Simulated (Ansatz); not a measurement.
Seebeck coefficient (μV/K, mean over directions) of p-type AlN (P6_3mc) against carrier density, HSE06, rigid bands run with Ansatz (a first-principles code). Computed gap 5.54 eV; densities at which minority carriers matter at this gap, or further valleys turn the trend, are left out. Conductivity mass 0.94 mₑ (harmonic mean over directions), N_v = 5.3e19 cm⁻³ at 300 K.

```json
[
 {"hole density": "1e16 cm⁻³", "300 K": "957", "500 K": "1035"},
 {"hole density": "1e17 cm⁻³", "300 K": "758", "500 K": "837"},
 {"hole density": "1e18 cm⁻³", "300 K": "560", "500 K": "638"},
 {"hole density": "3e18 cm⁻³", "300 K": "466", "500 K": "[?]"},
 {"hole density": "1e19 cm⁻³", "300 K": "[?]", "500 K": "441"},
 {"hole density": "3e19 cm⁻³", "300 K": "[?]", "500 K": "348"},
 {"hole density": "1e20 cm⁻³", "300 K": "178", "500 K": "250"},
 {"hole density": "3e20 cm⁻³", "300 K": "108", "500 K": "172"},
 {"hole density": "1e21 cm⁻³", "300 K": "64", "500 K": "116"}
]
```

Problem. Complete the blanks.

Solution. 
- 3e18 cm⁻³, 500 K: 544
- 1e19 cm⁻³, 300 K: 363
- 3e19 cm⁻³, 300 K: 272

Rigid bands with a gap fixed in temperature, one relaxation time for all states, no polarons or phonon drag, and whether or not such doping can be reached. Spin-orbit coupling is left out; where it splits the top of the valence band, N_v and the p-type Seebeck coefficient come out somewhat high without it. Geometry: cell and atoms relaxed with PBEsol.
